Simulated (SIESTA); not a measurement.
Band structure of Cu (Fm-3m, 1 atom in the cell).

```
CELL_PARAMETERS angstrom
      0.00000     1.77655     1.77655
      1.77655     0.00000     1.77655
      1.77655     1.77655     0.00000
ATOMIC_POSITIONS crystal
  Cu 0.00000 0.00000 0.00000
```

Computed with GGA PBE, numerical atomic orbitals DZP, PseudoDojo PBE standard norm-conserving potentials (rewritten from UPF to PSML) (SIESTA 5.4.2).

Settings: XC.functional = GGA; XC.authors = PBE; potentials = PseudoDojo PBE standard; PAO.BasisSize = DZP; PAO.EnergyShift = 0.01 Ry; MeshCutoff = 300 Ry; kgrid.MonkhorstPack = 21 21 21; OccupationFunction = FD; ElectronicTemperature = 0.1 eV; MaxSCFIterations = 150; SCF.Mixer.Method = Pulay; SCF.Mixer.Weight = 0.2; SCF.Mixer.History = 8; SCF.DM.Tolerance = 1.0E-04.

The starting cell comes from a database of computed structures (which also holds hypothetical and non-ambient phases and stackings), without a prior relaxation at this level. Its lattice was rescaled by a random factor within 2.5 % of one. Spin polarisation is off. Values carry the incompleteness of an atom-centred basis.

Levels in eV from the Fermi level, bands 6 to 11:
```
point      6      7      8      9     10     11
-----  -----  -----  -----  -----  -----  -----
Γ      -3.31  -3.31  -3.31  -2.39  -2.39  30.51
X      -4.82  -1.77  -1.60  -1.60   1.36   9.12
W      -3.86  -3.86  -2.39  -1.60   6.55   6.55
K      -4.43  -3.03  -2.23  -1.82   4.44   6.24
L      -3.34  -3.34  -1.75  -1.75  -1.25   4.26
U      -4.43  -3.03  -2.23  -1.82   4.44   6.24
```

Bands cross the Fermi level along this path, so the cell is metallic at this level.

Higher empty bands are left out: an atom-centred basis made for the valence describes them poorly.
